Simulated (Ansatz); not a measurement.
We look at the reaction energy. Reaction: Si (diamond) + 2 H2 (gas) → SiH4 (gas). Negative: the products are lower in energy.

Si (diamond, Fd-3m), 2 atoms in the cell, k-point mesh 10×10×10 on the run's own vectors. Conventional cell: a = b = c = 5.4700 Å, α = β = γ = 90.00°.

An isolated SiH4 molecule (singlet) in a box of 13 × 13 × 14 Å.

An isolated H2 molecule (singlet) in a box of 11 × 11 × 13 Å.

All numbers come from Ansatz (a program for electronic structure), plane waves with PAW, its default PAW set, cutoff 420 eV. The structures are at rest with PBE; other levels are single points on them. HSE06 runs on coarser k-point meshes, mended by the PBE difference between the two meshes. Neutral cells; Fermi-Dirac smearing of at most 0.05 eV in the solids, energies taken to zero width. The lattices are those relaxed with PBE, so at other levels the solids can be strained, which adds to the spread. A dispersion term (D3(BJ), or D4 for r2SCAN) was computed beside these levels and is taken off wherever the name lacks it. Nuclei at rest; no vibrational terms. The structures are the rest points that the relaxations reached, not proven lowest.

Q: What value does PBE give?

A: 0.05 eV, for Si (diamond) + 2 H2 (gas) → SiH4 (gas).

Q: What do the other levels give, and how wide is the spread?

A: 
```tsv
Functional	value (eV)	less PBE
HSE06	-0.02	-0.07
```

The levels span 0.07 eV, from HSE06 (-0.02) to PBE (0.05).
